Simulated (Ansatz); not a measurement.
The starting structures come from a database of crystals and need not be the phases stable at ambient conditions.

**Evanescent states of Si (I4/mmm, not sure to be the ambient phase, 4 atoms a cell, 21.3 Å³ an atom) along the normal of (100)**

Method: r2SCAN (plane waves, PAW; Ansatz, an electronic-structure program).

The gap is the functional's own. No spin-orbit coupling. Mid-gap values are interpolated on the energy grid.

Energies count from the valence-band top; κ is the least over a 8×6 mesh across the current.

```json
[
 {"E (eV)": "0.03", "κ (1/Å)": "0.030", "where": "Γ"},
 {"E (eV)": "0.07", "κ (1/Å)": "0.051", "where": "Γ"},
 {"E (eV)": "0.12", "κ (1/Å)": "0.066", "where": "Γ"},
 {"E (eV)": "0.17", "κ (1/Å)": "0.077", "where": "Γ"},
 {"E (eV)": "0.23", "κ (1/Å)": "0.087", "where": "Γ"},
 {"E (eV)": "0.28", "κ (1/Å)": "0.087", "where": "off Γ"},
 {"E (eV)": "0.33", "κ (1/Å)": "0.076", "where": "off Γ"},
 {"E (eV)": "0.38", "κ (1/Å)": "0.062", "where": "off Γ"},
 {"E (eV)": "0.42", "κ (1/Å)": "0.037", "where": "off Γ"}
]
```

Question: How thick must the barrier be to attenuate the transmission by 10^8 when the electrodes' Fermi level lies at 0.12 eV, and what attenuation does that film give at 0.33 eV?

Answer: d = 8 ln 10 / (2 × 0.066) = 139.6 Å. At 0.33 eV it gives 8 × 0.076/0.066 = 9.2 decades.
